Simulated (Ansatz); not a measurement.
An Ansatz (a first-principles code) run: hypothetical diamond Zn with a change (isotropic strain −0.76 %); PBEsol (Ansatz; PAW; 420 eV plane waves; no SOC).

Input:

Ansatz 0.2 input:
```yaml
crystal:
  lattice:
    - [0, 2.8074338645, 2.8074338645]
    - [2.8074338645, 0, 2.8074338645]
    - [2.8074338645, 2.8074338645, 0]
  atoms:
    - { symbol: Zn, position: [0.25, 0.25, 0.25] }
    - { symbol: Zn, position: [0, 0, 0] }
basis: { ecutwfc: 420, ecutrho_ratio: 4, xc_grid: 2, fft_grid_basis: typed }
kpoints: { mp_grid: { grid: [18, 18, 18] } }
hamiltonian:
  xc: pbesol
  dispersion: none
  pseudopotentials: { kind: paw }
scf: { occupations: { method: fermi_dirac, width: 0.1 }, convergence: { dr2_threshold: 0.0000000002 } }
relax: { f_tol: 0.005, max_steps: 50 }
output: { forces: true, stress: true }
checkpoint: { write: state.ck, write_every: 1000 }
```

Output (explanatory and most iteration lines left out):

```
Relaxation: its limit of steps is 50 (relax.max_steps)
Pseudopotential: Zn, paw, valence charge 12
Crystal: 2 atoms, lattice volume = 44.255 Å³
Basis set: ecut = 420 eV, 893 PW (Γ), exchange–correlation on 54×54×54 points (8 copies of the dense FFT grid, shifted against one another)
Bands: 16, of which v1, the nominal top of the filled ones, is band 12 counted from 1 (11 counted from 0)
Symmetry: 48 space group operations
Space group: Fd-3m (ITA 227), of the structure as read, at distance tolerance 3.5e-5 Å
k-points: 195 of 5832
Functional: x = pbesol(κ = 0.804, μ = 0.12345679012345678), c = pbesol(β = 0.046)
SCF iter   1: F=—  HF=-6560.603577 eV  |F-HF|=—  |Δ(HF+E_count)|=         —  Δρ=2.53e-3  dr2=1.53e-3  ethr=1.77e-3  ⟨swp⟩=5.5  Hψ=15247  notcnv=0
SCF iter   2: F=—  HF=-6560.603334 eV  |F-HF|=—  |Δ(HF+E_count)|=   2.43e-4  Δρ=5.91e-4  dr2=7.20e-5  ethr=6.36e-6  ⟨swp⟩=2.0  Hψ=6947  notcnv=0
SCF 1 converged in 8 iterations: F = -6560.603263 eV  dr2 = 1.78e-11
relax step   1: F+E_penalty+E_count = -6560.60326263 eV  Δ(F+E_penalty+E_count) = +0.000e0 eV  max|allowed force component| = 2.776e-17 eV/Å  Δτ_max = 0.0000 Å  (8 SCF iters, accepted)
SCF converged after 8 iterations
Free energy (F): -6560.603263 eV
Internal energy: -6560.575279 eV  (E = F + TS)
E sigma→0 (E₀):  -6560.589271 eV
Entropy (-TS):   -0.027983 eV (-13.992 meV/atom)
Fermi energy:    5.969707 eV
--- Forces (eV/Å), atoms counted from 1 ---
  atom   1  Zn    -0.00000000     0.00000000     0.00000000
  atom   2  Zn     0.00000000     0.00000000    -0.00000000
--- Stress (GPa, compression-positive) ---
        0.855795       0.000000       0.000000
       -0.000000       0.855795      -0.000000
        0.000000       0.000000       0.855795
  P = ⅓ Tr σ = 0.8558 GPa (8.558 kbar)
--- Relaxed structure (1 steps of the walk, 1 accepted, 0 SCFs on fresh bases) ---
  atoms:
    - { symbol: Zn, position: [0.25, 0.25, 0.25] }
    - { symbol: Zn, position: [0.0, 0.0, 0.0] }
```

Stability against distortions was not tested. The cell was made from Zn in the diamond structure (space group Fd-3m, No. 227; a hypothetical phase, not in the database extracts checked) by this change: isotropic strain −0.76 %.
